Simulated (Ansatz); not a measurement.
A computed series for hypothetical zinc blende YAs: pressure series

Base system: YAs in the zinc blende structure (space group F-43m, No. 216; a = 6.471 Å; a hypothetical phase, not in the database extracts checked).

Cell and atoms are relaxed at each pressure.

Method: PBE (Ansatz, an electronic-structure program, PAW, scalar-relativistic without spin-orbit coupling).

Notes on the quantities. enthalpy: H = E + PV relative to the base's energy.

| case | width of the top valence band | density | enthalpy |
|---|---|---|---|
| base | 0.73 eV | 4.02 g/cm³ | – |
| pressure −2 GPa | 0.66 eV | 3.84 g/cm³ | -0.43 eV/atom |
| pressure −1 GPa | 0.70 eV | 3.93 g/cm³ | -0.21 eV/atom |
| pressure 3 GPa | 0.83 eV | 4.24 g/cm³ | +0.62 eV/atom |
| pressure 7 GPa | 0.95 eV | 4.50 g/cm³ | +1.39 eV/atom |
| pressure 15 GPa | 1.17 eV | 4.94 g/cm³ | +2.83 eV/atom |
| pressure 30 GPa | 1.54 eV | 5.58 g/cm³ | +5.25 eV/atom |
| pressure 50 GPa | 2.00 eV | 6.27 g/cm³ | +8.11 eV/atom |
| pressure 75 GPa | 2.55 eV | 6.97 g/cm³ | +11.32 eV/atom |
| pressure 100 GPa | – | 7.59 g/cm³ | +14.23 eV/atom |

The levels and masses belong to the bands next to the band gap. Load acts through the strain it causes; cell and atoms are relaxed under it. Whether these cells are dynamically stable was not tested. Competing high-pressure phases were not computed. The final runs are not spin-polarised.
